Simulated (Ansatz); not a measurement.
Calculation: PBE (plane waves to 420 eV, PAW; Ansatz, an electronic-structure program).

Planar average of the electrostatic potential across the slab, in eV from the Fermi level, for H2O on the 1x1 (110) surface of bcc Ta, one in a 2x2 cell, started at the site 'bridge Ta-Ta (span 3.3 Å)':

(z (Å), V (eV)): (5.59, 4.75); (5.89, 4.74); (6.18, 4.74); (6.48, 4.72); (6.77, 4.69); (7.07, 4.63); (7.36, 4.52); (7.66, 4.29); (7.95, 3.85); (8.24, 2.99); (8.54, 1.38); (8.83, -1.74); (9.13, -7.23); (9.42, -14.06); (9.72, -19.10); (10.01, -18.30); (10.31, -12.33); (10.60, -5.85); (10.89, -2.33); (11.19, -3.93); (11.48, -9.50); (11.78, -16.24); (12.07, -19.40); (12.37, -16.15); (12.66, -9.31); (12.96, -3.45); (13.25, -1.13); (13.54, -3.48); (13.84, -9.35); (14.13, -16.18); (14.43, -19.40); (14.72, -16.21); (15.02, -9.47); (15.31, -3.86); (15.61, -2.14); (15.90, -5.37); (16.19, -11.67); (16.49, -17.70); (16.78, -19.02); (17.08, -14.57); (17.37, -7.92); (17.67, -2.34); (17.96, 0.94); (18.26, 2.44); (18.55, 2.59); (18.84, 1.36); (19.14, -0.18); (19.43, 0.34); (19.73, 2.35); (20.02, 3.26); (20.32, 3.52); (20.61, 3.62); (20.91, 3.66); (21.20, 3.68); (21.49, 3.68); (21.79, 3.69); (22.08, 3.69); (22.38, 3.69); (22.67, 3.69); (22.97, 3.69); (23.26, 3.69); (23.56, 3.69)

Model: 19-atom slab, 6.8 Å thick at the start under the adsorbate (thin: gaps and levels are the slab's own), 5x5x1 mesh, Fermi-Dirac 0.1 eV, dipole correction, 8 atoms held, the rest relaxed; no symmetry held; no spin, no spin-orbit, no U, no dispersion correction. At the end it is bonded to Ta. In PBE it is, or lies within 0.03 eV of, the lowest of the starts that converged.

Problem. The surface cell has an area of 31.16 Å². What dipole along the normal does the step between the two vacuum levels imply?

Solution. the top vacuum level lies 1.06 eV below the bottom one; p = −ε₀ A ΔV (ε₀ = 0.005526 e/(V·Å)) gives 0.18 e·Å a cell.
